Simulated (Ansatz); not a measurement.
# MgO, response to strain

Take MgO in the rock salt structure (space group Fm-3m, No. 225; a = 4.214 Å) as the base. Axes: x, y, z lie along the cube axes.

Strains are applied to the cell and any free atomic positions relax; under biaxial strain the out-of-plane vector relaxes too.

All numbers come from PBEsol in Ansatz (plane waves to 420 eV, PAW, no spin-orbit coupling).

Candidates:
(a) strain tensor (xx, yy, zz, yz, xz, xy) = (−0.85, −0.13, −0.31, −1.43, −0.31, +1.45) %
(b) tensor shear ε_yz = −0.30 %
(c) biaxial strain +0.76 %, plane normal [111], relaxed out of plane

Notes on the quantities. energy relative to the base: free energy F.

Task: Order them by energy relative to the base, highest first.

Result: (a) strain tensor (xx, yy, zz, yz, xz, xy) = (−0.85, −0.13, −0.31, −1.43, −0.31, +1.45) % (+8.3 meV/atom), (c) biaxial strain +0.76 %, plane normal [111], relaxed out of plane (+1.3 meV/atom), (b) tensor shear ε_yz = −0.30 % (+0.2 meV/atom)

No phonon test of stability was made.

Ansatz is an electronic-structure program.
